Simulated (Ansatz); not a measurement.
The reference is CsPbBr3 in the cubic perovskite structure (space group Pm-3m, No. 221).

```xyz
5
Lattice="5.8721 0.0000 0.0000 0.0000 5.8721 0.0000 0.0000 0.0000 5.8721" Properties=species:S:1:pos:R:3 pbc="T T T"
Cs     0.0000     0.0000     0.0000
Pb     2.9360     2.9360     2.9360
Br     2.9360     0.0000     2.9360
Br     0.0000     2.9360     2.9360
Br     2.9360     2.9360     0.0000
```

Cartesian axes are those of the cell as printed.

Method: DFT with PBEsol, PAW potentials and a 420 eV plane-wave cutoff in Ansatz (a program for electronic structure), no SOC.

For the base:

| Quantity | Value |
|---|---|
| Band gap | 1.43 eV |

The change: tensor shear ε_xy = +0.33 % (engineering shear γ = 0.0066); the atoms relax in the strained cell.

Question: What does the calculation give for the band gap after the change?

Answer: The band gap drops by 0.01 eV, from 1.43 eV to 1.42 eV.

With Pb present, leaving out spin-orbit coupling can change the band edges. Stability against distortions was not tested. Many cubic perovskites are stable only at high temperature; tilts and polar distortions were not tested. This is not the structure that CsPbBr3 has at room temperature and ambient pressure.
